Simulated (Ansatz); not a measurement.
# Short convergence ladders for a (100) slab of Mn(GaS2)2 (cut from a parent of space group no. 82; 14 atoms in the cell)

```yaml
crystal:
  lattice:
    - [5.42545, 0.00000, 0.00000]
    - [0.00000, 10.23582, 0.00000]
    - [0.00000, 0.00000, 19.31440]
  atoms:
    - { symbol: Mn, position: [0.00000, 0.25000, 0.42977], spin: 4.0 }
    - { symbol: Ga, position: [0.50000, 0.25000, 0.57023] }
    - { symbol: Ga, position: [0.50000, 0.00000, 0.42977] }
    - { symbol: S, position: [0.26028, 0.11895, 0.50287] }
    - { symbol: S, position: [0.73977, 0.38105, 0.50289] }
    - { symbol: S, position: [0.73972, 0.11895, 0.63758] }
    - { symbol: S, position: [0.26023, 0.38105, 0.63756] }
    - { symbol: Mn, position: [0.50000, 0.75000, 0.57023], spin: 4.0 }
    - { symbol: Ga, position: [0.00000, 0.75000, 0.42977] }
    - { symbol: Ga, position: [0.00000, 0.50000, 0.57023] }
    - { symbol: S, position: [0.76028, 0.61895, 0.36242] }
    - { symbol: S, position: [0.23977, 0.88105, 0.36243] }
    - { symbol: S, position: [0.23972, 0.61895, 0.49713] }
    - { symbol: S, position: [0.76023, 0.88105, 0.49711] }
```
(The spins are starting values, not results.)

Base method: PBEsol, default PAW files made with PBE (plane waves; Ansatz, a quantum-chemistry and plane-wave program).

Base settings: basis.ecutwfc = 30.9 Ry; kpoints.mp_grid.grid = 2 1 1; hamiltonian.xc = pbesol; hamiltonian.pseudopotentials = {kind: paw} (the program's default PAW files); magnetization.spin_polarized = true; scf.occupations.method = fermi_dirac; scf.occupations.width = 0.0037 Ry.

The count of work is k-points × plane waves × bands × iterations; it is no time. 

**The vacuum**

The mesh stays at the base's, so the ladder's end is converged at best in this setting alone.

Only quantities that move along the ladder and can be compared are tabulated.

These are the values that this program gave, and no reference: magnetic slabs can end in a higher state.

```csv
vacuum between outermost atoms (Å),free energy less the last step's (meV/atom),largest difference of a force vector from the last step's (eV/Å),net moment (μB/atom),count of work / last
3.0,-42.88,0.343,0.623,0.21
5.0,-5.34,0.035,0.590,0.37
7.0,-1.22,0.008,0.586,0.35
10.0,-0.18,0.001,0.586,0.46
14.0,-0.02,0.000,0.586,0.52
30.0,0.00,0.000,0.586,1.0
```

Smallest vacuum between outermost atoms (Å) that holds the net moment within 0.02 μB/atom of the last step, with all finer ones: 5.0, at 0.37 of the last step's count of work; the step before is off by 0.037 μB/atom.

Smallest vacuum between outermost atoms (Å) that holds the forces within 0.02 eV/Å of the last step, with all finer ones: 7.0, at 0.35 of the last step's count of work; the step before is off by 0.035 eV/Å.

Smallest vacuum between outermost atoms (Å) that holds the free energy within 0.5 meV/atom of the last step, with all finer ones: 10.0; the step before is off by 1.2 meV/atom.

**The k-point mesh**

Only quantities that move along the ladder and can be compared are tabulated.

These are the values that this program gave, and no reference: magnetic slabs can end in a higher state.

| kpoints.mp_grid.grid | free energy less the last step's (meV/atom) | largest difference of a force vector from the last step's (eV/Å) | net moment (μB/atom) | count of work / last |
|---|---|---|---|---|
| 1 1 1 | -4.50 | 0.627 | 0.571 | 0.031 |
| 2 1 1 | 2.08 | 0.172 | 0.586 | 0.067 |
| 4 2 1 | -0.34 | 0.013 | 0.727 | 0.38 |
| 8 5 1 | 0.00 | 0.000 | 0.720 | 1.0 |

Coarsest kpoints.mp_grid.grid that holds the free energy within 1 meV/atom of the last step, with all finer ones: 4 2 1, at 0.38 of the last step's count of work; the step before is off by 2.1 meV/atom.

Coarsest kpoints.mp_grid.grid that holds the net moment within 0.05 μB/atom of the last step, with all finer ones: 4 2 1, at 0.38 of the last step's count of work; the step before is off by 0.13 μB/atom.

Coarsest kpoints.mp_grid.grid that holds the forces within 0.02 eV/Å: not settled: the last two steps still differ by 0.013 eV/Å, over half the tolerance, so the ladder does not show it.

**The plane-wave cutoff**

The mesh stays at the base's, so the ladder's end is converged at best in this setting alone.

Only quantities that move along the ladder and can be compared are tabulated.

These are the values that this program gave, and no reference: magnetic slabs can end in a higher state.

| basis.ecutwfc | free energy less the last step's (meV/atom) | largest difference of a force vector from the last step's (eV/Å) | count of work / last |
|---|---|---|---|
| 15.4 Ry | 2696.67 | 0.193 | 0.17 |
| 21.7 Ry | 80.15 | 0.027 | 0.22 |
| 30.9 Ry | 1.14 | 0.001 | 0.35 |
| 37.1 Ry | 0.41 | 0.000 | 0.47 |
| 61.7 Ry | 0.00 | 0.000 | 1.0 |

Coarsest basis.ecutwfc that holds the forces within 0.02 eV/Å of the last step, with all finer ones: 30.9 Ry, at 0.35 of the last step's count of work; the step before is off by 0.027 eV/Å.

Coarsest basis.ecutwfc that holds the free energy within 2 meV/atom of the last step, with all finer ones: 30.9 Ry, at 0.35 of the last step's count of work; the step before is off by 80 meV/atom.

On the base run: the starting cell comes from a database of computed structures (which also holds hypothetical and non-ambient phases and stackings), without a prior relaxation at this level. The slab is cut from that crystal, and its faces are unrelaxed. Its lattice was rescaled by up to half a per cent. The magnetic order is the one reached from the typed start; others were not searched systematically. The program warned that, by what it read of turns of the moments, another magnetic order lies lower. In the base run, forces exceed 1 eV/Å.

Keys are those of Ansatz 0.2.
